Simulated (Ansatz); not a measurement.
Hexagonal WC was calculated with PBEsol+SOC (Ansatz, an electronic-structure program, plane waves, PAW).

Numerical settings: plane-wave cutoff 520 eV, 24×24×20 k mesh (along the axes of the cell as run), Fermi–Dirac smearing 0.05 eV, PAW data made under PBE.

Properties against volume:

Shape and atoms are relaxed at each volume.

| V (Å³/atom) | P (GPa) | c (Å) | a (Å) |
|---|---|---|---|
| 9.866 | 18.04 | 2.795 | 2.855 |
| 10.071 | 8.55 | 2.811 | 2.877 |
| 10.277 | 0.00 | 2.827 | 2.898 |
| 10.482 | -7.70 | 2.842 | 2.919 |
| 10.688 | -14.62 | 2.857 | 2.939 |

Note: the bulk modulus comes from volumes at which shape and atoms were relaxed.
